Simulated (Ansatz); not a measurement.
TmPt₂ (Fd-3m, No. 227) was calculated with r²SCAN (plane waves, PAW; Ansatz, a quantum-chemistry and plane-wave program).

Numerical settings: plane-wave cutoff 500 eV, 12×12×12 k mesh, Fermi–Dirac smearing 0.1 eV, spin-polarised start, scalar-relativistic PAW data made under PBE.

Computed at the level's own relaxed cell.

Problem. Estimate the equilibrium volume per atom and lattice constant a that the calculation returns.

Solution. 
equilibrium volume per atom: 18.52 Å³/atom
lattice constant a: 7.632 Å

Note: the magnetic order was assumed, not searched for or taken from measurement; the 4f shell is treated without U or exact exchange, so its levels and filling can be wrong.

Spin–orbit coupling is not included.
